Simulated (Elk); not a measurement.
# Converging the k-point mesh: InP (R3m, 2 atoms in the cell)

```
InP
1.0
    0.00000     2.92619     2.92619
    2.92619     0.00000     2.92619
    2.92619     2.92619     0.00000
In P
1 1
Direct
  0.00493   0.00493   0.00493
  0.25000   0.25000   0.25000
```

Method: LDA (PW92), all-electron FP-LAPW, Elk's shipped species files, default APW+lo basis (Elk 10.2.4).

Base settings: swidth = 0.000734986 Ha; ngridk = 3 3 3; rmtscf = 0.92; maxscl = 100.

The second cell is the first with its lattice scaled by 0.98.

Only quantities that move along the ladder and can be compared are tabulated.

Core times come from one kind of shared machine, to one figure; runs under 30 s give none.

The starting cell has typed, rounded lattice constants, without a prior relaxation at this level. Its lattice was rescaled by up to half a per cent. One atom was moved a little off its site on purpose. Values depend on the basis (sphere radii, cutoffs, local orbitals), which need not be converged.

| ngridk | free energy less the last step's (meV/atom) | energy of the compressed cell less the first (meV/atom) | core time / last (rough) |
|---|---|---|---|
| 2 2 2 | 960.45 | 65.00 | – |
| 3 3 3 | 212.89 | 24.85 | – |
| 4 4 4 | 64.73 | 12.34 | – |
| 5 5 5 | 20.95 | 11.39 | – |
| 6 6 6 | 8.27 | 11.60 | – |
| 7 7 7 | 2.47 | 13.78 | 0.4 |
| 8 8 8 | 0.41 | 14.68 | 0.4 |
| 9 9 9 | -0.30 | 14.35 | 0.5 |
| 10 10 10 | -0.15 | 13.63 | 0.9 |
| 11 11 11 | 0.00 | 13.92 | 1 |

Coarsest ngridk that holds the free energy within 1 meV/atom of the last step, with all finer ones: 8 8 8, at about 0.4 of the last step's time; the step before is off by 2.5 meV/atom.

Coarsest ngridk that holds the energy of the compressed cell less the first within 2 meV/atom of the last step, with all finer ones: 7 7 7, at about 0.4 of the last step's time; the step before is off by 2.3 meV/atom.

The energy difference between the two cells stays within 1 meV/atom of the last step's from 7 7 7 on, the total only from 8 8 8 on: much of the error is common to both cells and cancels.

Two neighbours can agree and both be off: 5 5 5 and 6 6 6 differ by 0.21 meV/atom in the energy of the compressed cell less the first, yet lie about 2.3 meV/atom from the last step.
